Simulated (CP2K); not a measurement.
Band structure of CdTe (F-43m, 2 atoms in the cell).

```xyz
2
Lattice="4.6555 0.0000 0.0000 2.3278 4.0318 0.0000 2.3278 1.3439 3.8012" Properties=species:S:1:pos:R:3 pbc="T T T"
Cd     0.0000     0.0000     0.0000
Te     2.3278     1.3439     0.9503
```

Level of theory: CP2K with PBE, GPW, DZVP-MOLOPT-SR-GTH basis, GTH-PBE potentials (GTH_POTENTIALS).

Settings: CUTOFF = 500 Ry; REL_CUTOFF = 50 Ry; KPOINTS/SCHEME = MONKHORST-PACK 9 9 9; XC_FUNCTIONAL = PBE; Cd/BASIS_SET = DZVP-MOLOPT-SR-GTH-q12; Cd/POTENTIAL = GTH-PBE-q12; Te/BASIS_SET = DZVP-MOLOPT-SR-GTH-q6; Te/POTENTIAL = GTH-PBE-q6; METHOD = GPW; EPS_DEFAULT = 1e-10; EXTRAPOLATION = USE_GUESS; NGRIDS = 5; SCF_GUESS = ATOMIC; EPS_SCF = 1e-06.

The starting cell comes from a database of computed structures (which also holds hypothetical and non-ambient phases and stackings), without a prior relaxation at this level. Its lattice was rescaled by a random factor within 2.5 % of one. Spin-orbit coupling is off. Values carry the incompleteness of an atom-centred basis.

**Question.** Predict the gap along the standard path and the places of the band edges.

**Answer.** The gap along the path is 0.69 eV, direct at Γ to within 0.01 eV.

Levels in eV from the top of the valence band on the SCF mesh, bands 6 to 10:
| point | 6 | 7 | 8 | 9 | 10 |
|---|---|---|---|---|---|
| Γ | -7.94 | 0.00 | 0.00 | 0.00 | 0.69 |
| X | -7.49 | -4.11 | -1.73 | -1.73 | 2.70 |
| W | -7.42 | -3.99 | -2.17 | -2.04 | 4.32 |
| K | -7.45 | -4.01 | -2.38 | -1.44 | 2.97 |
| L | -7.62 | -4.19 | -0.72 | -0.72 | 1.84 |
| U | -7.45 | -4.01 | -2.38 | -1.44 | 2.97 |

Higher empty bands are left out: an atom-centred basis made for the valence describes them poorly.
